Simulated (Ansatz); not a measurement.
Base system: BaZrO$_{3}$ in the cubic perovskite structure (space group Pm-3m, No. 221; a = 4.205 Å). Axes: x, y, z lie along the cube axes.

Structures relaxed with r2SCAN (Ansatz, a program for electronic structure, PAW, no spin-orbit coupling).

Base:

Simulated powder pattern, Cu Kα1, λ = 1.54056 Å (kinematic, ideal powder, no thermal factors, no anomalous dispersion; the 8 strongest lines at most, above 2 %, up to 2θ = 90°):

```csv
2θ (°),I/Imax (%),hkl
30.03,100,(110)
37.00,6.9,(111)
42.98,32,(200)
53.32,40,(211)
62.41,20,(220)
70.80,18,(310)
78.78,6.5,(222)
86.54,22,(321)
```

One thing is altered: biaxial strain +3.17 %, plane normal [110], relaxed out of plane (Cartesian); in-plane vectors clamped, the third vector and the atoms free.

Question: Predict the new powder pattern.

Answer: 
Simulated powder pattern, Cu Kα1, λ = 1.54056 Å (kinematic, ideal powder, no thermal factors, no anomalous dispersion; the 8 strongest lines at most, above 2 %, up to 2θ = 90°):

```json
[
 {"2θ (°)": "29.09", "I/Imax (%)": "26", "hkl": "(1 -1 0)"},
 {"2θ (°)": "29.49", "I/Imax (%)": "100", "hkl": "(101)"},
 {"2θ (°)": "30.67", "I/Imax (%)": "23", "hkl": "(110)"},
 {"2θ (°)": "41.60", "I/Imax (%)": "17", "hkl": "(002)"},
 {"2θ (°)": "42.78", "I/Imax (%)": "31", "hkl": "(200)"},
 {"2θ (°)": "51.81", "I/Imax (%)": "21", "hkl": "(2 -1 1)"},
 {"2θ (°)": "53.79", "I/Imax (%)": "19", "hkl": "(211)"},
 {"2θ (°)": "61.20", "I/Imax (%)": "20", "hkl": "(202)"}
]
```

The indices refer to the base's conventional cell; one index is shown for lines that coincide. The space group is now Cmmm (No. 65).

Whether these cells are dynamically stable was not tested.
